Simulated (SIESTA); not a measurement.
A self-consistent single point of Ni3As2O8 (Cmce, 26 atoms in the cell) with SIESTA.

Computed with GGA PBEsol, numerical atomic orbitals DZP, PseudoDojo PBEsol standard norm-conserving potentials (rewritten from UPF to PSML) run with SIESTA.

```xyz
26
Lattice="2.9649 -5.6598 0.0000 2.9649 5.6598 0.0000 0.0000 0.0000 8.1760" Properties=species:S:1:pos:R:3 pbc="T T T"
Ni     2.9649     0.0000     4.0880
Ni     0.0000     0.0000     0.0000
Ni     1.4824    -1.4993     2.0440
Ni     4.4473     1.4993     6.1320
Ni     1.4824     1.4993     6.1320
Ni     4.4473    -1.4993     2.0440
As     2.9649    -1.4077     7.2296
As     2.9649     1.4077     0.9465
As     2.9649    -4.2521     3.1416
As     2.9649     4.2521     5.0345
O      2.9649    -2.8011     6.2480
O      2.9649     2.8011     1.9281
O      2.9649    -2.8586     2.1599
O      2.9649     2.8586     6.0161
O      2.9649     5.6432     6.1261
O      2.9649    -5.6432     2.0499
O      2.9649     0.0165     2.0381
O      2.9649    -0.0165     6.1379
O      4.3832     1.3710     8.1688
O      1.5465    -1.3710     0.0073
O      4.5114    -1.3710     4.0807
O      1.4183     1.3710     4.0953
O      4.3832    -1.3710     0.0073
O      1.5465     1.3710     8.1688
O      4.5114     1.3710     4.0953
O      1.4183    -1.3710     4.0807
```
Moments meant for the start (each program seeds them in its own way; μB, in the order of the atoms Ni Ni Ni Ni Ni Ni As As As As O O O O O O O O O O O O O O O O): 2.0 2.0 2.0 2.0 2.0 2.0 0.0 0.0 0.0 0.0 0.0 0.0 0.0 0.0 0.0 0.0 0.0 0.0 0.0 0.0 0.0 0.0 0.0 0.0 0.0 0.0.

Reference input (self-consistent single point, DFT, GGA PBEsol, numerical atomic orbitals DZP, PseudoDojo PBEsol standard norm-conserving potentials (rewritten from UPF to PSML)): XC.functional = GGA; XC.authors = PBEsol; potentials = PseudoDojo PBEsol standard; PAO.BasisSize = DZP; PAO.EnergyShift = 0.005 Ry; MeshCutoff = 400 Ry; kgrid.MonkhorstPack = 3 3 2; OccupationFunction = MP; OccupationMPOrder = 0; ElectronicTemperature = 20 meV; Spin = polarized; MaxSCFIterations = 150. This run's input differs from it in these lines:

```diff
@@ -51,3 +51,3 @@
 PAO.EnergyShift              0.005 Ry
-MeshCutoff                   400 Ry
+MeshCutoff                   300 Ry
 %block kgrid.MonkhorstPack
```

Output (repeated stretches shortened):

```
        iscf     Eharris(eV)        E_KS(eV)     FreeEng(eV)     dDmax    Ef(eV) dHmax(eV)
   scf:    1   -45771.526389   -45969.152683   -45969.159187  0.619183 -2.497214 23.080178
     spin moment: {S} , |S| = {        0.0        0.0   13.00000 }    13.00000
   scf:    2   -46070.498027   -46031.296392   -46031.297712  0.643265 -3.892772  7.749681
     spin moment: {S} , |S| = {        0.0        0.0   12.00000 }    12.00000
   scf:    3   -46056.367911   -46045.673447   -46045.673447  0.061821 -4.571159  5.585711
     spin moment: {S} , |S| = {        0.0        0.0   12.00000 }    12.00000
   [... lines left out ...]
     spin moment: {S} , |S| = {        0.0        0.0   12.00000 }    12.00000
   scf:   18   -46051.292781   -46051.292780   -46051.292780  0.000055 -4.829338  0.000459
     spin moment: {S} , |S| = {        0.0        0.0   12.00000 }    12.00000
   scf:   19   -46051.292780   -46051.292780   -46051.292780  0.000033 -4.829339  0.000368
     spin moment: {S} , |S| = {        0.0        0.0   12.00000 }    12.00000
   scf:   20   -46051.292780   -46051.292780   -46051.292780  0.000004 -4.829340  0.000297
     spin moment: {S} , |S| = {        0.0        0.0   12.00000 }    12.00000
SCF Convergence by DM+H criterion
max |DM_out - DM_in|         :     0.0000044051
max |H_out - H_in|      (eV) :     0.0002971889
SCF cycle converged after 20 iterations

Using DM_out to compute the final energy and forces

siesta: E_KS(eV) =           -46051.2928

siesta: E_KS - E_eggbox =    -46051.2928

siesta: Atomic forces (eV/Ang):
     1    0.000000    0.000000    0.000000
     2    0.000000   -0.000000    0.000000
     3    0.000000   -0.005924    0.000000
   [... 23 lines left out ...]
   Tot   -0.000000    0.000000    0.000000
   Max    1.676562
   Res    0.913528    sqrt( Sum f_i^2 / 3N )
   Max    1.676562    constrained

Stress tensor Voigt[x,y,z,yz,xz,xy] (kbar):      -55.24      -44.86      -56.38        0.00       -0.00       -0.00
(Free)E + p*V (eV/cell)   -46042.3592
Target enthalpy (eV/cell)   -46051.2928

   [... lines left out ...]
siesta: FreeEng =    -46051.292780
siesta: Cell volume =        274.397013 Ang**3
siesta:          52.16215079         50.30058678  kBar
   [... lines left out ...]
    19    -0.596554    6.596554    0.140991  O
    20    -0.596554    6.596554    0.140991  O
    21    -0.596554    6.596554    0.140991  O
    22    -0.596554    6.596554    0.140991  O
    23    -0.596554    6.596554    0.140991  O
    24    -0.596554    6.596554    0.140991  O
    25    -0.596554    6.596554    0.140991  O
    26    -0.596554    6.596554    0.140991  O
 Total    -0.000000               12.000000
```

The run converged in 20 iterations. Against the reference run the free energy falls by 2.4 meV/atom, the pressure moves little (5.17 to 5.22 GPa), the largest force moves little (2.073 to 2.078 eV/Å), the gap on the mesh hardly changes (0.366 to 0.365 eV) and the size of the net moment stays at 0.46 μB/atom.

The starting cell comes from a database of computed structures (which also holds hypothetical and non-ambient phases and stackings), without a prior relaxation at this level. Its lattice was rescaled by a random factor within 2.5 % of one. The magnetic order is the one reached from the typed start; others were not searched systematically. Values carry the incompleteness of an atom-centred basis. Forces in this geometry exceed 1 eV/Å.

Cost on one core of a shared machine: roughly 5 min.
